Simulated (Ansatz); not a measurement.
Start from CdSe in the wurtzite structure (space group P6_3mc, No. 186; a = 4.383 Å, c = 7.155 Å).

Levels (all Ansatz, a program for electronic structure, PAW, earlier PAW set): PBE (420 eV, no spin-orbit coupling); PBE+SOC (420 eV, spin-orbit coupling included).

The geometry is relaxed with PBE.

```
Property                                  Value
-------------------------  --------------------
PBE pressure                           0.00 GPa
PBE band gap                            0.54 eV
PBE valence-band top at Γ  0.00, 0.00, -0.04 eV
```

Task: How does going to PBE+SOC change the pressure, band gap and valence-band top at Γ?

Result: The pressure stays essentially unchanged (0.00 GPa against -0.03 GPa); the band gap drops by 0.12 eV (0.54 eV → 0.42 eV); the valence-band top at Γ (three highest Kramers pairs, from the VBM) goes from 0.00, 0.00, -0.04 eV to 0.00, -0.03, -0.38 eV.

Single points use the geometry relaxed with PBE. Differences between runs with and without spin-orbit coupling are approximate. No phonon test of stability was made.
